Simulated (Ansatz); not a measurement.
**SiC under load (space group P6_3mc): band-edge transport data**

Data:

```
CELL_PARAMETERS angstrom
      3.05408     0.00000     0.00000
     -1.52704     2.64491     0.00000
      0.00000     0.00000     5.01103
ATOMIC_POSITIONS crystal
  Si 0.33333 0.66667 0.99960
  Si 0.66667 0.33333 0.49960
  C  0.33333 0.66667 0.37540
  C  0.66667 0.33333 0.87540
```

All values below come from r2SCAN with spin-orbit coupling, rigid bands (plane waves, PAW; Ansatz, a first-principles code). Condition of this run: hydrostatic pressure of 5 GPa (compression positive) (the target of the relaxation). Cell: cell and atoms relaxed with PBEsol, then loaded as said.

| Property | Result |
|---|---|
| band gap | 2.62 eV |
| electron conductivity mass (300 K, dilute) | 0.43 (x), 0.43 (y), 0.26 (z) mₑ |
| hole conductivity mass (300 K, dilute) | 1.18 (x), 1.18 (y), 1.44 (z) mₑ |
| effective density of states N_c (300 K) | 1.1e19 cm⁻³ |
| effective density of states N_v (300 K) | 6.3e19 cm⁻³ |
| density-of-states mass, electrons | 0.56 mₑ |
| density-of-states mass, holes | 1.84 mₑ |
| Seebeck coefficient, n-type 1e19 cm⁻³, 300 K | -229 μV/K |
| best n-type power factor at 300 K for τ = 10 fs (best axis; densities from 1e16 to 1e21 cm⁻³ tried, whether or not they can be reached) | 7.0 μW/(cm·K²) at 3e19 cm⁻³ |
| Seebeck coefficient, p-type 1e19 cm⁻³, 300 K | 388 μV/K |

Rigid bands; masses and Seebeck coefficients take one relaxation time τ for all states and one kind of carrier; polarons and phonon drag are left out. Geometry: cell and atoms relaxed with PBEsol.
